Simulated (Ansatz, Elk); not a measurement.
An Elk input for a self-consistent single point of Pt3Ti (Pm-3m, 4 atoms in the cell) (DFT, PBE, all-electron FP-LAPW, Elk's shipped species files, APW+lo basis with extra local orbitals):

```
tasks
  0

xctype
  20

tforce
  .true.

rgkmax
  8.0

gmaxvr
  18.0

lmaxapw
  10

lmaxo
  8

nxlo
  2

lorbcnd
  .true.

lradstp
  2

nrmtscf
  2.0

lmaxi
  4

stype
  3

swidth
  0.00367493

scale
  1.889726125

avec
    3.8416000000    0.0000000000    0.0000000000
    0.0000000000    3.8416000000    0.0000000000
    0.0000000000    0.0000000000    3.8416000000

atoms
  2   : nspecies
  'Ti.in'   : spfname
  1   : natoms; atposl, bfcmt below
  0.0000000000  0.0000000000  0.0000000000    0.0 0.0 0.0
  'Pt.in'   : spfname
  3   : natoms; atposl, bfcmt below
  0.0000000000  0.5000000000  0.5000000000    0.0 0.0 0.0
  0.5000000000  0.0000000000  0.5000000000    0.0 0.0 0.0
  0.5000000000  0.5000000000  0.0000000000    0.0 0.0 0.0

ngridk
  6 6 6
```

Q: Write the same calculation as an input for Ansatz (a program for electronic structure).

A: One input that does it (others would too):

Ansatz 0.2 input:
```yaml
# Pt3Ti
crystal:
  lattice:
    - [3.84160000, 0.00000000, 0.00000000]
    - [0.00000000, 3.84160000, 0.00000000]
    - [0.00000000, 0.00000000, 3.84160000]
  atoms:
    - { symbol: Ti, position: [0.00000000, 0.00000000, 0.00000000] }
    - { symbol: Pt, position: [0.00000000, 0.50000000, 0.50000000] }
    - { symbol: Pt, position: [0.50000000, 0.00000000, 0.50000000] }
    - { symbol: Pt, position: [0.50000000, 0.50000000, 0.00000000] }
basis:
  ecutwfc: 30.9 Ry
kpoints:
  mp_grid: { grid: [6, 6, 6] }
hamiltonian:
  xc: pbe
  pseudopotentials: { kind: paw }
scf:
  occupations: { method: fermi_dirac, width: 0.0073 Ry }
output:
  forces: true
  eigenvalues: true
  stress: true
```

Basis settings and potentials, where a program has them, do not carry over. This input uses DFT, PBE, plane waves, default PAW files. The width in Ry is rounded to four decimals.

The starting cell has typed, rounded lattice constants, without a prior relaxation at this level. For this run, on top of that: lattice scaled by 0.98.
